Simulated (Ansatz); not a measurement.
Electronic density of states of amorphous tantalum oxide (Ta16O39), density 7.57 g/cm³, on a 2×2×2 Γ-centred mesh with a Gaussian width of 0.1 eV; energies count from the Fermi level, whose place inside the gap is arbitrary. Cell and mesh are small, so fine structure isn't converged. The numbers are results of PBE, scalar-relativistic without spin-orbit coupling (plane waves to 420 eV, PAW; Ansatz, a quantum-chemistry and plane-wave program), not measurements. Sampling: a 2×2×2 Γ-centred mesh; Fermi-Dirac width 0.02 eV; no spin polarisation. The usual formal charges leave 2 electrons over, so the level spacing at the Fermi energy parts defect or band states and needn't be the band gap.

The cell was made by melting and quenching with the CHGNet potential and then relaxed with DFT. O atoms were pushed apart under 1.9 Å during the dynamics, to hinder bonds among them. It is the lowest in DFT energy of 2 quenches. It is a model cell: composition and starting density were chosen by hand, and all elements were melted together. No dispersion term was used. A short ab initio anneal came between quench and relaxation. Its density started from a set value of 7.57 and ended at 7.57 g/cm³. The quench (nominally 95 K/ps over its main leg) was far faster than any real one, so the model tends to hold more defects than a real film. One small periodic cell is one sample of the glass; other quenches scatter about these values. The volume was held where the preparation left it, at a PBE pressure of 3.2 GPa. Stress components on the final sampling reach 3.7 GPa. On a 2×2×2 Γ-centred mesh force components of up to 0.18 eV/Å stay, since the relaxation ran on the zone centre alone.

```
E - EF (eV)  states/(eV atom)
-----------  ----------------
-12.00                   0.00
-11.90                   0.00
-11.80                   0.00
-11.70                   0.00
-11.60                   0.00
-11.50                   0.00
-11.40                   0.00
-11.30                   0.00
-11.20                   0.00
-11.10                   0.00
-11.00                   0.00
-10.90                   0.00
-10.80                   0.00
-10.70                   0.00
-10.60                   0.00
-10.50                   0.00
-10.40                   0.00
-10.30                   0.00
-10.20                   0.00
-10.10                   0.00
-10.00                   0.00
-9.90                    0.00
-9.80                    0.00
-9.70                    0.00
-9.60                    0.00
-9.50                    0.00
-9.40                    0.00
-9.30                    0.00
-9.20                    0.00
-9.10                    0.00
-9.00                    0.00
-8.90                    0.00
-8.80                    0.05
-8.70                    0.16
-8.60                    0.19
-8.50                    0.29
-8.40                    0.46
-8.30                    0.57
-8.20                    0.61
-8.10                    0.62
-8.00                    0.72
-7.90                    0.76
-7.80                    0.75
-7.70                    0.76
-7.60                    0.82
-7.50                    0.82
-7.40                    0.76
-7.30                    0.73
-7.20                    0.71
-7.10                    0.78
-7.00                    0.81
-6.90                    0.81
-6.80                    0.75
-6.70                    0.72
-6.60                    0.75
-6.50                    0.79
-6.40                    0.74
-6.30                    0.69
-6.20                    0.71
-6.10                    0.77
-6.00                    0.75
-5.90                    0.75
-5.80                    0.78
-5.70                    0.75
-5.60                    0.75
-5.50                    0.81
-5.40                    0.77
-5.30                    0.73
-5.20                    0.71
-5.10                    0.75
-5.00                    0.83
-4.90                    0.83
-4.80                    0.81
-4.70                    0.83
-4.60                    0.89
-4.50                    0.91
-4.40                    0.90
-4.30                    0.93
-4.20                    1.00
-4.10                    0.97
-4.00                    0.92
-3.90                    0.97
-3.80                    1.04
-3.70                    1.02
-3.60                    0.89
-3.50                    0.78
-3.40                    0.71
-3.30                    0.57
-3.20                    0.46
-3.10                    0.40
-3.00                    0.20
-2.90                    0.03
-2.80                    0.00
-2.70                    0.00
-2.60                    0.00
-2.50                    0.00
-2.40                    0.00
-2.30                    0.00
-2.20                    0.00
-2.10                    0.00
-2.00                    0.00
-1.90                    0.00
-1.80                    0.00
-1.70                    0.00
-1.60                    0.00
-1.50                    0.00
-1.40                    0.00
-1.30                    0.00
-1.20                    0.00
-1.10                    0.00
-1.00                    0.00
-0.90                    0.00
-0.80                    0.00
-0.70                    0.00
-0.60                    0.00
-0.50                    0.01
-0.40                    0.10
-0.30                    0.17
-0.20                    0.08
-0.10                    0.01
0.00                     0.00
0.10                     0.01
0.20                     0.07
0.30                     0.17
0.40                     0.17
0.50                     0.31
0.60                     0.51
0.70                     0.52
0.80                     0.50
0.90                     0.49
1.00                     0.48
1.10                     0.47
1.20                     0.52
1.30                     0.54
1.40                     0.52
1.50                     0.52
1.60                     0.56
1.70                     0.56
1.80                     0.54
1.90                     0.55
2.00                     0.59
2.10                     0.61
2.20                     0.62
2.30                     0.60
2.40                     0.60
2.50                     0.58
```

The level spacing at the Fermi energy on this mesh is 0.50 eV; the broadening fills part of it in the curve.
